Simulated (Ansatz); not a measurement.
Consider TiO (space group C2/m, No. 12).

```
TiO
1.0
    4.60386    -2.06169     0.00000
    4.60386     2.06169     0.00000
   -1.71751     0.00000     5.49664
Ti O
5 5
Direct
  0.65216   0.65216   0.32404
  0.34784   0.34784   0.67596
  0.66487   0.66487   0.83042
  0.33513   0.33513   0.16958
  0.00000   0.00000   0.50000
  0.50000   0.50000   0.00000
  0.83059   0.83059   0.16809
  0.16941   0.16941   0.83191
  0.83075   0.83075   0.65839
  0.16925   0.16925   0.34161
```

Cartesian axes are those of the cell as printed.

Level of theory: PBEsol, PAW, 420 eV (Ansatz, an electronic-structure program; no spin-orbit coupling).

For the base:

Shortest interatomic distance: 1.971 Å
Pressure: 0.0 GPa
Band gap: zero

One thing is altered: strain tensor (xx, yy, zz, yz, xz, xy) = (+2.33, +0.34, +0.62, +0.04, −0.56, +1.13) %; the atoms relax in the strained cell.

Question: How does this affect the energy relative to the base, largest internal atomic displacement, shortest interatomic distance, pressure and band gap?

Answer: The energy goes up by 11 meV/atom; the largest internal atomic displacement comes out as 0.024 Å; the shortest interatomic distance drops by 0.005 Å, from 1.971 Å to 1.966 Å; the pressure (mean of the normal stresses, compression positive) goes from zero to -6.3 GPa; the band gap stays zero.

Without a gap, meshes like the base's 12×12×8 leave anisotropic stresses uncertain by several tenths of a GPa, and small strain energies with them. No phonon test of stability was made. No Hubbard U is applied, and correlation can decide whether such a compound is a metal. All final runs are without spin polarisation.
